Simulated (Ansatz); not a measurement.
Results of PBEsol (PAW; Ansatz, a quantum-chemistry and plane-wave program) for Os (model structure, Im-3m, No. 229, 1 atoms in the cell).

Input file:

Ansatz 0.2 input:
```yaml
crystal:
  lattice:
    - [-1.520563494, 1.520563494, 1.520563494]
    - [1.520563494, -1.520563494, 1.520563494]
    - [1.520563494, 1.520563494, -1.520563494]
  atoms:
    - { symbol: Os, position: [0.0, 0.0, 0.0] }
basis:
  ecutwfc: 520
  ecutrho_ratio: 4
  xc_grid: 2
kpoints:
  mp_grid: { grid: [26, 26, 26] }
hamiltonian:
  xc: pbesol
  dispersion: none
  pseudopotentials: { kind: paw }
scf:
  occupations: { method: fermi_dirac, width: 0.05 }
output:
  forces: false
  stress: true
  eigenvalues: true
relax:
  f_tol: 0.004
  escape_saddle: false
  max_steps: 80
```

From the output:

```
WARN output.stress: scf.convergence.dr2_threshold = 1e-7 eV (the SCF's general default) is looser than the 1e-10 eV advised for a printed stress (1e-10 eV for …
Relaxation: its limit of steps is 80 (relax.max_steps)
Crystal: 1 atoms, lattice volume = 14.063 Å³
Basis set: ecut = 520 eV, 369 PW (Γ), exchange–correlation on 40×40×40 points (8 copies of the dense FFT grid, shifted against one another)
Bands: 12, of which v1, the nominal top of the filled ones, is band 8 counted from 1 (7 counted from 0)
Symmetry: 48 space group operations
Space group: Im-3m (ITA 229), of the structure as read, at distance tolerance 2.4e-5 Å
k-points: 511 of 17576
Functional: x = pbesol(κ = 0.804, μ = 0.12345679012345678), c = pbesol(β = 0.046)
SCF iter   1: F=—  HF=-11250.136291 eV  |F-HF|=—  |Δ(HF+E_count)|=         —  Δρ=8.46e-3  dr2=6.04e-3
SCF iter   2: F=—  HF=-11250.133756 eV  |F-HF|=—  |Δ(HF+E_count)|=   2.54e-3  Δρ=3.03e-3  dr2=2.30e-4
  ...
SCF iter   5: F=-11250.133891 eV  HF=-11250.133891 eV  |F-HF|=3.84e-10  |Δ(HF+E_count)|=   7.75e-8  Δρ=4.77e-6  dr2=1.06e-9
SCF iter   6: F=-11250.133891 eV  HF=-11250.133891 eV  |F-HF|=3.64e-12  |Δ(HF+E_count)|=  2.06e-10  Δρ=2.50e-7  dr2=2.10e-12
SCF 1 converged in 6 iterations: F = -11250.133891 eV  dr2 = 2.10e-12
relax step   1: F+E_penalty+E_count = -11250.13389105 eV  Δ(F+E_penalty+E_count) = +0.000e0 eV  max|allowed force component| = 0.000e0 eV/Å  Δτ_max = 0.0000 Å  (6 SCF iters, accepted)
SCF converged after 6 iterations
Free energy (F): -11250.133891 eV
Internal energy: -11250.122573 eV  (E = F + TS)
E sigma→0 (E₀):  -11250.128232 eV
Fermi energy:    25.965140 eV
--- Forces (eV/Å), atoms counted from 1 ---
  atom   1  Os     0.00000000     0.00000000    -0.00000000
--- Stress (GPa, compression-positive) ---
        8.168767      -0.000000       0.000000
       -0.000000       8.168767       0.000000
        0.000000      -0.000000       8.168767
  P = ⅓ Tr σ = 8.1688 GPa (81.688 kbar)
```

The cell is one volume of an energy–volume scan, off the minimum.

The PAW data were made under PBE.

Note: the run has no spin polarisation, so it can have missed a magnetic state. Note: the relaxation could raise the start's symmetry but not lower it, so the cell can be a saddle point.

Computing time: very roughly 10 core-seconds.

A model structure was made by putting elements into a prototype or built by hand; it is no filed structure, need not be a known phase, and can be a saddle point held by its symmetry.
